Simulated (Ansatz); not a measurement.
Consider CdTe in the rock salt structure (space group Fm-3m, No. 225; a = 5.999 Å). Axes: x, y, z lie along the cube axes.

Computed with Ansatz (a program for electronic structure) PBEsol, without spin-orbit coupling.

Free-standing slabs (2 atom(s) a layer) normal to the z axis with 15 Å of vacuum; in-plane cell held at bulk.

One change was made to it. Results:

The excess energy per area of both faces (slab less bulk energy over the cell's area: twice a surface energy) is 0.41 J/m² (uncertain by up to 0.04 J/m²); the shortest interatomic distance decreases by 0.1422 Å (3.000 Å → 2.857 Å); the band gap stays zero.

Q: Which change produced these results?
A. 4 layers
B. 6 layers
C. 2 layers

A: C, 2 layers. For comparison, the shortest interatomic distance in the other runs: 6 layers gives 2.909 Å; 4 layers gives 2.898 Å.

Slab and bulk use different k-meshes, which limits the precision of the excess energy. With Te present, leaving out spin-orbit coupling can change the band edges. Stability against distortions was not tested. All final runs are without spin polarisation. This is not the structure that CdTe has at room temperature and ambient pressure. The zero or small gap of CdTe can change with the level of theory.
